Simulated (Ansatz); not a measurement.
A (4,4) carbon nanotube, relaxed period 2.465 Å, atoms relaxed at each strain.

```
strain  energy (meV a period)  axial force (nN)
------  ---------------------  ----------------
-0.015                 +102.8             -9.04
+0.015                  +93.6             +7.94
```

Calculation: PBE (plane waves to 420 eV, PAW; Ansatz, a program for electronic structure). Mesh 1×1×30. No spin polarisation. It repeats along c; a and b span vacuum. An idealised model, rolled from the flat sheet. Symmetry and one short period hold its shape; lower forms weren't sought. Buckling under compression is shut out by symmetry and the short period. Energies are free energies at a Fermi–Dirac width of 0.05 eV, from the unstrained cell.

Mean diameter 5.54 Å.

Work out the axial stiffness dF/dε in two ways, and what it means for a modulus.

From the forces: (+7.94 − (-9.04))/0.030 = 566 nN. From the energies: (E₊ + E₋)/(ε² c) = 0.1964 eV/(0.015² × 2.465 Å) = 354.1 eV/Å = 567 nN. The two agree to within 1 %. Spread over the circumference π × 5.54 Å, the force value is a sheet stiffness of 325 N/m.
